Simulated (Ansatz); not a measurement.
Sc_Al+V_N in wurtzite AlN (start: the Al site; N 1.91 Å away, along c; 96-site cell, 2×2×2 shifted sampling). Level of theory: PBE, PAW (plane waves to 420 eV; Ansatz, a quantum-chemistry and plane-wave program). Total energies of the localised charge states, counted from that of charge +1, and their image corrections (point charge with alignment); the host's valence-band maximum lies at 6.942 eV on the cells' energy zero and its gap is 4.03 eV.

| charge | moment (μB) | E − E(first) (eV) | correction (eV) |
|---|---|---|---|
| +1 | not spin-polarised | 0.000 | 0.264 |
| 0 | 1.0 | 9.967 | 0.007 |
| −1 | 2.0 | 20.054 | 0.160 |

Task: Derive the transition levels above the valence-band maximum and say which of them are thermodynamic.

Result: A level is the Fermi energy at which two charges have equal formation energy: ε(q/q′) = [E(q′) + corr(q′) − E(q) − corr(q)] / (q − q′) − E_VBM.
ε(+1/0) = [(9.967 + 0.007) − (0.000 + 0.264)] / 1 − 6.942 = 2.77 eV
ε(0/−1) = [(20.054 + 0.160) − (9.967 + 0.007)] / 1 − 6.942 = 3.30 eV
Thermodynamic levels at least 0.1 eV inside the gap: (+1/0) at 2.77 eV; (0/−1) at 3.30 eV. They hold to tenths of an eV in this cell. Charges with a result: +2, +1, 0, −1. Others weren't obtained, and one of them could lie lower, also by skipping a charge. Charge +2 has its level within 0.1 eV of a band edge or past it. The geometries come from one start. Flagged in the runs: a host whose relaxation on this sampling wasn't shown to rest, a strain field that reaches the edge of the cell.
